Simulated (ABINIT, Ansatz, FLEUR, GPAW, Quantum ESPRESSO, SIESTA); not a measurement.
**Code comparison for SiO2 (P4_2/mnm, 6 atoms in the cell)**

Self-consistent single point.

```
SiO2
1.0
    4.16205     0.00000     0.00000
    0.00000     4.16205     0.00000
    0.00000     0.00000     2.64824
Si O
2 4
Cartesian
  2.08103   2.08103   1.32412
  0.00000   0.00000   0.00000
  2.88497   2.88497   0.00000
  1.27708   1.27708   0.00000
  3.35811   0.80394   1.32412
  0.80394   3.35811   1.32412
```

Shared settings, as Ansatz (a program for electronic structure) writes them: kpoints.mp_grid.grid = 5 5 7; scf.occupations.method = fixed. Potentials and cutoffs stand in the table.

```json
[
 {"code": "Quantum ESPRESSO", "model": "PBE, PSlibrary PAW (PBE) pseudopotentials", "pressure (GPa)": "16.67", "largest force (eV/Å)": "0.368", "gap on the mesh (eV)": "5.922", "cutoff": "55 Ry"},
 {"code": "SIESTA", "model": "GGA PBE, numerical atomic orbitals DZP, PseudoDojo PBE standard norm-conserving potentials (rewritten from UPF to PSML)", "pressure (GPa)": "20.01", "largest force (eV/Å)": "0.434", "gap on the mesh (eV)": "5.876", "cutoff": "grid 350 Ry"},
 {"code": "GPAW", "model": "PBE, GPAW PAW datasets PBE (gpaw-data 1.0.1)", "pressure (GPa)": "–", "largest force (eV/Å)": "0.479", "gap on the mesh (eV)": "5.979", "cutoff": "900 eV"},
 {"code": "FLEUR", "model": "PBE, all-electron FLAPW (FLEUR), scalar-relativistic valence", "pressure (GPa)": "–", "largest force (eV/Å)": "0.269", "gap on the mesh (eV)": "5.968", "cutoff": "Kmax 4.2 1/bohr"},
 {"code": "Ansatz", "model": "PBE, default PAW files", "pressure (GPa)": "15.72", "largest force (eV/Å)": "0.358", "gap on the mesh (eV)": "5.934", "cutoff": "default"},
 {"code": "ABINIT", "model": "PBE, PAW (JTH v2.0 PBE PAW)", "pressure (GPa)": "13.68", "largest force (eV/Å)": "0.290", "gap on the mesh (eV)": "5.888", "cutoff": "24 Ha"}
]
```

A dash marks a value that a program does not give, or that is left out as unsure.

Gaps are read on the mesh.

The spread over the programs that give each value: pressure within 6.33 GPa; largest force within 0.210 eV/Å; gap on the mesh within 0.103 eV.

SIESTA uses small atom-centred bases, whose incompleteness enters pressures, forces and empty levels differently from a plane-wave cutoff. FLEUR treats all electrons, but the usual bases taken here (sphere radii, linearisation, local orbitals, empty states) were not tested for convergence, so the values are no reference for the others. Ansatz's pressure is given at a fixed set of plane waves, as the other plane-wave codes print theirs; with its correction for the finite basis it is 16.79 GPa (the shift of 1.06 GPa shows how far the cutoff is from converged). The pressure of GPAW is left out: its cutoff lies under the one at which its stress was checked. In the pressure, SIESTA (by 4.28) and ABINIT (by 2.05) lie more than 1 GPa from the median of the plane-wave programs. In the force vectors, GPAW (by 0.116) and FLEUR (by 0.094) lie more than 0.08 eV/Å from the median of the plane-wave programs.

On the base mesh (4 4 6) the same programs gave: Ansatz pressure 15.73 GPa, gap on the mesh 5.934 eV; Quantum ESPRESSO pressure 16.67 GPa, gap on the mesh 5.922 eV; ABINIT pressure 13.68 GPa, gap on the mesh 5.888 eV; GPAW gap on the mesh 5.979 eV; FLEUR gap on the mesh 5.969 eV; SIESTA pressure 20.03 GPa, gap on the mesh 5.876 eV.

The starting cell comes from a database of computed structures (which also holds hypothetical and non-ambient phases and stackings), without a prior relaxation at this level. Its lattice was rescaled by a random factor within 2.5 % of one.

Left out of this page: CP2K (on another mesh).

Keys are those of Ansatz 0.2.
